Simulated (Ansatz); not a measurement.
Response to strain in Nb

Take Nb in the bcc (W type) structure (space group Im-3m, No. 229; a = 3.3045 Å; relaxed with 0.1 eV smearing) as the base. Axes: x, y, z lie along the cube axes.

Strains are applied to the cell and any free atomic positions relax.

Method: Ansatz (a program for electronic structure), r2SCAN, PAW, cutoff 500 eV, no spin-orbit coupling.

Notes on the quantities. energy relative to the base: free energy F; pressure: mean of the normal stresses, compression positive.

```tsv
change	volume per atom	energy relative to the base	pressure
base	18.04 Å³	0 meV/atom	0.0 GPa
uniaxial strain ε_zz = −3.00 %	17.50 Å³	+13 meV/atom	5.6 GPa
uniaxial strain ε_zz = −2.50 %	17.59 Å³	+9.1 meV/atom	4.6 GPa
uniaxial strain ε_zz = −2.00 %	17.68 Å³	[?]	[?]
uniaxial strain ε_zz = −1.50 %	17.77 Å³	+3.2 meV/atom	2.7 GPa
uniaxial strain ε_zz = −1.00 %	17.86 Å³	+1.4 meV/atom	1.8 GPa
uniaxial strain ε_zz = −0.50 %	17.95 Å³	+0.4 meV/atom	0.9 GPa
```

### Question
Some entries are withheld; estimate them.

### Answer

- uniaxial strain ε_zz = −2.00 %, energy relative to the base: +5.8 meV/atom
- uniaxial strain ε_zz = −2.00 %, pressure: 3.7 GPa

No phonon test of stability was made. The final runs are not spin-polarised.
